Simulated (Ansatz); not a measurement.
How far PBE-D3(BJ) and r2SCAN+rVV10 part for hypothetical P6_3/mmc SiS2, pressure 15 GPa

The parent structure is SiS₂ in the 2H-MoS2 type structure (space group P6_3/mmc, No. 194; a = 3.2097 Å, c = 11.7677 Å; a hypothetical phase, not in the database extracts checked; layered, stacked along the Cartesian z axis).

(Cell as relaxed with PBE-D3(BJ).)

Levels (all Ansatz, a quantum-chemistry and plane-wave program, PAW, earlier PAW set): PBE-D3(BJ) (420 eV, spin-orbit coupling left out); r2SCAN+rVV10 (500 eV, without spin-orbit coupling).

Each level relaxes its own structure.

| base | PBE-D3(BJ) | r2SCAN+rVV10 |
|---|---|---|
| volume per atom | 17.50 Å³ | 18.24 Å³ |
| lattice parameter a | 3.210 Å | 3.224 Å |
| band gap | zero | zero |

Modification: a hydrostatic pressure of 15 GPa.

```json
[
 {"quantity": "c/a ratio", "PBE-D3(BJ)": "3.320", "r2SCAN+rVV10": "?"},
 {"quantity": "lattice parameter a", "PBE-D3(BJ)": "3.106 Å", "r2SCAN+rVV10": "?"}
]
```

Question: What does r2SCAN+rVV10 give?

Answer: 
- c/a ratio, r2SCAN+rVV10: 3.428
- lattice parameter a, r2SCAN+rVV10: 3.114 Å

PBE-D3(BJ)'s c/a ratio lies 0.108 below r2SCAN+rVV10's; PBE-D3(BJ)'s lattice parameter a lies 0.008 Å below r2SCAN+rVV10's (0.2 %). Neither level is exact; r2SCAN+rVV10 is the comparison here, not a measurement.

Load acts through the strain it causes; cell and atoms are relaxed under it. Stability against distortions was not tested. Competing high-pressure phases were not computed. All final runs are without spin polarisation. Gaps under 0.05 eV, about the width of the smearing, are given as zero. A zero or small gap of SiS2 can be the functional's error rather than a property of the material.
